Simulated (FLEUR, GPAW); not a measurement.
A GPAW input for a self-consistent single point of Ga (Cmce, 4 atoms in the cell) (DFT PBE, plane waves, GPAW PAW datasets PBE (gpaw-data 1.0.1)):

```python
from ase import Atoms
from ase.units import GPa
from gpaw import GPAW

atoms = Atoms(['Ga', 'Ga', 'Ga', 'Ga'],
              cell=[[2.148684, -3.683547, 0.000000],
                    [2.148684, 3.683547, 0.000000],
                    [0.000000, 0.000000, 4.417068]],
              positions=[[2.148684, -1.147057, 1.834850],
                         [2.148684, 1.147057, 2.582218],
                         [2.148684, -2.536490, 4.043384],
                         [2.148684, 2.536490, 0.373684]],
              pbc=True)

calc = GPAW(mode={'name': 'pw', 'ecut': 550},
            xc='PBE',
            kpts={'size': (7, 7, 6), 'gamma': True},
            occupations={'name': 'methfessel-paxton', 'width': 0.272, 'order': 0},
            nbands=-8,
            convergence={'forces': 0.001},
            symmetry={'symmorphic': False, 'tolerance': 0.0005},
            maxiter=150)

atoms.calc = calc

energy = atoms.get_potential_energy()
print('Energy (eV):', round(energy, 6))
forces = atoms.get_forces()
print('Forces (eV/Ang):')
print(forces.round(5))
stress = atoms.get_stress()
print('Stress (GPa, Voigt):', (stress / GPa).round(4))
```

**Question.** Translate this input to FLEUR.

**Answer.** This is the input that was run; spellings and numerical settings could be chosen otherwise.

Input of the input generator:

```
scf Ga
&input film=f /
4.0604242884 -6.9608949972 0.0000000000
4.0604242884 6.9608949972 0.0000000000
0.0000000000 0.0000000000 8.3470487938
1.0
1.0 1.0 1.0

4
31 0.6557000000 0.3443000000 0.4154000000
31 0.3443000000 0.6557000000 0.5846000000
31 0.8443000000 0.1557000000 0.9154000000
31 0.1557000000 0.8443000000 0.0846000000

&comp jspins=1 /
&kpt div1=7 div2=7 div3=6 gamma=t /
&end /
```

```xml
<?xml version="1.0" encoding="UTF-8" standalone="no"?>
<fleurInput fleurInputVersion="0.39">
   <comment>
      scf Ga                                                                                              
   </comment>
   <calculationSetup>
      <cutoffs Kmax="3.6" Gmax="14.4" GmaxXC="14.4" numbands="0"/>
      <scfLoop itmax="60" minDistance="0.00001" maxIterBroyd="15" imix="Anderson" alpha="0.05" precondParam="0.0" spinf="2.0"/>
      <coreElectrons ctail="T" frcor="F" kcrel="0" coretail_lmax="0"/>
      <xcFunctional name="pbe" relativisticCorrections="F"/>
      <magnetism jspins="1"/>
      <soc l_soc="F" theta="0.0" phi="0.0" spav="F"/>
      <expertModes spex="0" secvar="F"/>
      <geometryOptimization l_f="T" forcealpha="1.0" forcemix="BFGS" epsdisp="0.00001" epsforce="0.00001"/>
      <ldaU l_linMix="F" mixParam="0.05" spinf="1.0"/>
   </calculationSetup>
   <cell>
      <bzIntegration valenceElectrons="52.0" mode="gauss" fermiSmearingEnergy="0.00999582">
         <kPointListSelection listName="default-1"/>
         <!-- k-points included here -->
         <xi:include xmlns:xi="http://www.w3.org/2001/XInclude" href="kpts.xml"> </xi:include>
      </bzIntegration>
      <!-- symmetry operations included here -->
      <xi:include xmlns:xi="http://www.w3.org/2001/XInclude" href="sym.xml"> </xi:include>
      <bulkLattice scale="1.0">
         <bravaisMatrix>
            <row-1>    4.0604242884000001    -6.9608949971999996     0.0000000000000000</row-1>
            <row-2>    4.0604242884000001     6.9608949971999996     0.0000000000000000</row-2>
            <row-3>    0.0000000000000000     0.0000000000000000     8.3470487938000009</row-3>
         </bravaisMatrix>
      </bulkLattice>
   </cell>
   <atomSpecies>
      <species name="Gallium (Ga)" element="Ga" atomicNumber="31">
         <mtSphere radius="2.17" gridPoints="751" logIncrement="0.016"/>
         <atomicCutoffs lmax="8" lnonsphr="6"/>
         <electronConfig flipSpins="F">
            <coreConfig>(1s1/2) (2s1/2) (2p1/2) (2p3/2) (3s1/2) (3p1/2) (3p3/2)</coreConfig>
            <valenceConfig>(4s1/2) (3d3/2) (3d5/2) (4p1/2) (4p3/2)</valenceConfig>
            <stateOccupation state="(4p1/2)" spinUp="0.1666666666667" spinDown="0.1666666666667"/>
            <stateOccupation state="(4p3/2)" spinUp="0.3333333333333" spinDown="0.3333333333333"/>
         </electronConfig>
         <energyParameters s="4" p="4" d="3" f="4"/>
         <lo type="HELO" l="2" n="4" eDeriv="0"/>
      </species>
   </atomSpecies>
   <atomGroups>
      <atomGroup species="Gallium (Ga)">
         <relPos label="                   1">-.3443000000 .3443000000 .4154000000</relPos>
         <relPos label="                   2">.3443000000 -.3443000000 -.4154000000</relPos>
         <relPos label="                   3">-.1557000000 .1557000000 -.0846000000</relPos>
         <relPos label="                   4">.1557000000 -.1557000000 .0846000000</relPos>
         <force calculate="T" relaxXYZ="TTT"/>
      </atomGroup>
   </atomGroups>
   <output dos="F" band="F" slice="F">
      <checks vchk="F" cdinf="F"/>
      <bandDOS minEnergy="-.5*Htr" maxEnergy="0.5*Htr" sigma="0.015" storeEVData="T"/>
      <vacuumDOS vacdos="F" integ="F" star="F" nstars="0" locx1="0.0" locy1="0.0" locx2="0.0" locy2="0.0" nstm="0" tworkf="0.0"/>
      <unfoldingBand unfoldBand="F" supercellX="1" supercellY="1" supercellZ="1"/>
      <plotting iplot="0" polar="F">
         <plot TwoD="T" vec1="  1.0  0.0  0.0" vec2="  0.0  1.0  0.0" vec3="  0.0  0.0  1.0" zero="  0.0  0.0  0.0" file="plot"/>
      </plotting>
      <chargeDensitySlicing numkpt="0" minEigenval="0.0" maxEigenval="0.0" nnne="0" pallst="F"/>
      <specialOutput eonly="F"/>
      <magneticCircularDichroism mcd="F" energyLo="-10.0" energyUp="0.0"/>
   </output>
  <!-- We include the file relax.xml here to enable relaxations (see documentation) -->
  <xi:include xmlns:xi="http://www.w3.org/2001/XInclude" href="relax.xml"> <xi:fallback/> </xi:include>
</fleurInput>
```

Basis settings and potentials, where a program has them, do not carry over. This input uses DFT, PBE, all-electron FLAPW (FLEUR), scalar-relativistic valence.

The starting cell comes from a database of computed structures (which also holds hypothetical and non-ambient phases and stackings), without a prior relaxation at this level. Its lattice was rescaled by a random factor within 2.5 % of one. For this run, on top of that: lattice scaled by 0.98.
